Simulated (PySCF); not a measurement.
PySCF 2.14.0, TPSSH/def2-svp, df: V(O)(F)2(OH) ([O]=[V]([OH])([F])[F]), 6 atoms. The geometry is a generated start, not checked to be a minimum at this level.

| Property | Result |
|---|---|
| task | energy |
| method | tpssh |
| basis | def2-svp |
| two-electron scheme | density fitting |
| mol.max_memory | 3000 MB |
| mf.max_cycle | 100 |
| mf.init_guess | minao (default) |
| mf.DIIS | CDIIS (default) |
| mf.diis_space | 8 (default) |
| mf.conv_tol | 1e-09 (default) |
| mf.grids.level | 3 (default) |
| basis functions | 92 |
| grid points | 87400 |

```xyz
6

V      0.2904    -0.2754     0.0487
O      1.2620     0.0262    -1.0764
F      1.1344    -0.1351     1.4449
F     -0.2149    -1.8138    -0.1639
O     -0.9381     0.7445     0.0047
H     -1.5338     1.4536    -0.2579
```

Charge 0 and multiplicity 1 are set for this test and not shown to be the ground state.

One run each on 2 threads, 1 BLAS thread. Values of level_shift (Hartree) tried: 0 (default), 0.1, 0.3, 1.

Predict the course of the Fock builds along this series.

Fewest Fock builds, within one of each other: 0 (default) with 15, 0.1 with 15. The count rises to 45 at 1. All converge to one solution.

| level_shift (Hartree) | Fock builds | end |
|---|---|---|
| 0 (default) | 15 | same solution |
| 0.1 | 15 | same solution |
| 0.3 | 21 | same solution |
| 1 | 45 | same solution |
